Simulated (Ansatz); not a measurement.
Consider SiC in the wurtzite structure (space group P6_3mc, No. 186; a = 3.075 Å, c = 5.048 Å). Axes: x lies along a and z along c of the hexagonal cell.

Perturbation: biaxial strain −4.57 %, plane normal [001], relaxed out of plane (Cartesian); in-plane vectors clamped, the third vector and the atoms free.

The values are results of r2SCAN (Ansatz, a program for electronic structure), without spin-orbit coupling, not measurements.

Base, band edges from the VBM (valence, conduction): K -3.98, 2.65; H -1.82, 5.58; M -1.25, 3.22; L -2.44, 3.71; A -0.75, 6.49; Γ 0.00, 5.37 eV.

Give the band edges at the high-symmetry points of the new zone, measured from its valence-band maximum.


```tsv
point	valence edge (eV)	conduction edge (eV)
Γ	0.00	6.03
M	-1.44	3.65
K	-4.63	1.99
A	-0.62	7.71
L	-2.62	3.40
H	-2.42	5.36
```

The gap is 1.99 eV, indirect, Γ → K.

Semilocal Kohn–Sham gaps tend to fall short of experiment. No phonon test of stability was made.
